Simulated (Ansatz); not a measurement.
Sn₃Ge (model structure, P-4m2, No. 115, 4 atoms in the cell) was calculated with LDA (Ansatz, a program for electronic structure, plane waves, PAW).

Run with plane-wave cutoff 520 eV, 12×12×10 k mesh (along the axes of the cell as run), Fermi–Dirac smearing 0.05 eV, scalar-relativistic PAW data made under PBE.

Cell (relaxed at this level):

```xyz
4
Lattice="4.4269 0.0000 0.0000 0.0000 4.4269 0.0000 0.0000 0.0000 6.2856" Properties=species:S:1:pos:R:3 pbc="T T T"
Ge     0.0000     0.0000     0.0000
Sn     2.2135     0.0000     1.4696
Sn     2.2135     2.2135     3.1428
Sn     0.0000     2.2135     4.8160
```

**Question.** Estimate the bulk modulus that the calculation returns.

**Answer.** 
- bulk modulus: 49.7 GPa

The run finds no gap.

Note: the bulk modulus is −V dP/dV from two relaxed cells at ±2 % in volume; the relaxation could raise the start's symmetry but not lower it, so the cell can be a saddle point.

Spin–orbit coupling is not included; it can open a gap where bands touch, and shift volumes and moduli.

Computed values are for the static lattice.

A model structure was made by putting elements into a prototype or built by hand; it is no filed structure, need not be a known phase, and can be a saddle point held by its symmetry.
